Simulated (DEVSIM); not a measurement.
System: abrupt Si n-p junction, at 300 K.

Layer 1 from the left is Si, thickness (μm) 1.60, Nd (cm⁻³) 4.5e18, τn (s) 8e-5, τp (s) 8e-5. Layer 2 from the left is Si, thickness (μm) 58.0, Na (cm⁻³) 1.3e16, τn (s) 8e-5, τp (s) 8e-5.

Left contact: ohmic. Right contact: ohmic. Voltage is applied to the left contact. Recombination: SRH at mid-gap. Mobility is constant in doping.

The device is made up for the run: typed textbook-type constants, with dimensions and the other settings drawn at random. Values at 300 K.

Si: gap (eV) 1.124, affinity (eV) 4.05, permittivity 11.7, Nc (cm⁻³) 2.86e19, Nv (cm⁻³) 3.1e19, μn (cm²/Vs) 1417, μp (cm²/Vs) 470.

Q: Estimate by hand the built-in potential, the peak field at zero bias, the capacitance at 1.5 V, and compare with a numerical solution.

A: 
- Built-in potential: ni = √(Nc Nv) exp(−Eg/2kT) = 1.08e10 cm⁻³ with Eg = 1.124 eV; Vbi = kT/q ln(Na Nd/ni²) = 0.875 V; numerical 0.875 V.
- Peak field at zero bias: depletion approximation: W = √(2εVbi/(qN)) = 0.295 μm with N = 1.30e16 cm⁻³; field = 2Vbi/W = 59200 V/cm; numerical 124000 V/cm (estimate below by 52 %).
- Capacitance at 1.5 V: C = √(qεN / 2(Vbi + |V|)) = 21.3 nF/cm²; numerical 21.7 nF/cm² (estimate below by 1.8 %).

DEVSIM, 1D drift-diffusion, Boltzmann statistics, complete ionisation; no tunnelling, impact ionisation, image-force lowering or self-heating.
